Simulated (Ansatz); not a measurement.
System: N vacancy in zinc-blende GaN (charge state +1). The step: a nearby N atom hops onto the vacant site; the atom moves 3.19 Å along (0.00, -0.50, -0.50) of the unit cell; the moving atom starts with neighbours Ga at 1.95, 2 Ga at 1.97, Ga at 1.99 Å and ends with Ga at 1.95, 2 Ga at 1.97, Ga at 1.99 Å. DFT values are from Ansatz (plane-wave PAW, 420 eV unless said) in a cell of 64 host sites, spin-restricted, static, with no finite-size correction. The host's phase is taken as given; its stability against other phases was not computed. The charge state is imposed; whether it is stable for some Fermi level was not computed. Forms of the defect that were not tried may lie lower. For the PBE band: the saddle point's order was not checked, and it lies on a symmetry element of the cell, where a band can be held.

```csv
Level,Forward barrier (eV),Cost of the band or of the saddle's single point
"CHGNet universal potential (has no charge state), its own band",1.83,-
"PBE, one k-point at (0.250, 0.250, 0.250), band relaxed",3.91,very roughly 40 core-minutes
"PBE, a 2×2×2 k-point mesh shifted by half a step, same geometries",3.88,roughly 4 core-minutes
"r2SCAN at 500 eV, one k-point at (0.250, 0.250, 0.250), same geometries",(withheld),about 3 core-minutes (a rough figure)
```

Question: Some entries are withheld; supply them.

Answer: 
- r2SCAN at 500 eV, one k-point at (0.250, 0.250, 0.250), same geometries, Forward barrier (eV): 4.27

Ansatz is an electronic-structure program.
